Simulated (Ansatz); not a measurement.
Formation energy of the localised charge states of O vacancy (V_O) in alpha quartz (start: the O site; 243-site cell, Γ-point sampling) against the Fermi level, Si-rich (Δμ(O) = -4.16 eV; only phases computed here count, gases as isolated molecules at 0 K). All values below come from PBE, PAW (plane waves to 420 eV; Ansatz, a program for electronic structure).

Charges with a result: +2, +1, 0. Others weren't obtained, and one of them could lie lower, also by skipping a charge.

Details: 243-site cell; Γ-point k-points; host gap 5.68 eV; charged states image-corrected; energies good to tenths of an eV; flagged in the runs: a host whose relaxation on this sampling wasn't shown to rest, a strain field that reaches the edge of the cell, zone-centre sampling.

```json
[
 {"E_F − E_VBM (eV)": "0.00", "q = +2": "-1.50", "q = +1": "0.62", "q = 0": "1.01"},
 {"E_F − E_VBM (eV)": "0.71", "q = +2": "-0.08", "q = +1": "1.33", "q = 0": "1.01"},
 {"E_F − E_VBM (eV)": "1.42", "q = +2": "1.34", "q = +1": "2.04", "q = 0": "1.01"},
 {"E_F − E_VBM (eV)": "2.13", "q = +2": "2.76", "q = +1": "2.75", "q = 0": "1.01"},
 {"E_F − E_VBM (eV)": "2.84", "q = +2": "4.18", "q = +1": "3.46", "q = 0": "1.01"},
 {"E_F − E_VBM (eV)": "3.55", "q = +2": "5.60", "q = +1": "4.17", "q = 0": "1.01"},
 {"E_F − E_VBM (eV)": "4.26", "q = +2": "7.02", "q = +1": "4.88", "q = 0": "1.01"},
 {"E_F − E_VBM (eV)": "4.97", "q = +2": "8.44", "q = +1": "5.59", "q = 0": "1.01"},
 {"E_F − E_VBM (eV)": "5.68", "q = +2": "9.86", "q = +1": "6.30", "q = 0": "1.01"}
]
```

Crossings of the lowest lines: (+2/0) at 1.26 eV.
